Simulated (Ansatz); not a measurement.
# GaP (model structure, Fm-3m, No. 225, 2 atoms in the cell): properties by level of theory

| level (code) | lattice parameter a (Å) | cohesive energy (eV/atom) |
|---|---|---|
| LDA (Ansatz) | 5.050 | 3.99 |
| PBEsol (Ansatz) | 5.088 | 3.55 |
| PBE-D3(BJ) (Ansatz) | 5.090 | 3.46 |
| r²SCAN (Ansatz) | 5.118 | 3.14 |
| r²SCAN+rVV10 (Ansatz) | 5.103 | 3.34 |

Ansatz's density-functional and Hartree–Fock values are scalar-relativistic unless marked +SOC, with PAW data made under PBE.

Free atoms are spin-polarised, in the lowest state found; at levels without +SOC their spin–orbit coupling is left out.

The computed numbers hold no vibrational or temperature effects.

A model structure was made by putting elements into a prototype or built by hand; it is no filed structure, need not be a known phase, and can be a saddle point held by its symmetry.

Ansatz is a quantum-chemistry and plane-wave program.
